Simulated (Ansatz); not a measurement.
## ZrGe₂ (model structure, started from the MoSi2 type, I4/mmm, No. 139, 3 atoms in the cell): properties by level of theory

```
level (code)         lattice constant a (Å)  c axis length (Å)  enthalpy of formation (eV/atom)
-------------------  ----------------------  -----------------  -------------------------------
PBE (Ansatz)                          3.460              9.228                                ?
PBEsol (Ansatz)                       3.412              9.117                           -0.433
PBE-D3(BJ) (Ansatz)                   3.411              9.142                           -0.437
```

### Question
Some entries are withheld; supply them.

### Answer

- PBE (Ansatz, a first-principles code), enthalpy of formation (eV/atom): -0.343

Ansatz's density-functional and Hartree–Fock values are scalar-relativistic unless marked +SOC, with PAW data made under PBE.

Computed values are for the static lattice.

A model structure was made by putting elements into a prototype or built by hand; it is no filed structure, need not be a known phase, and can be a saddle point held by its symmetry.
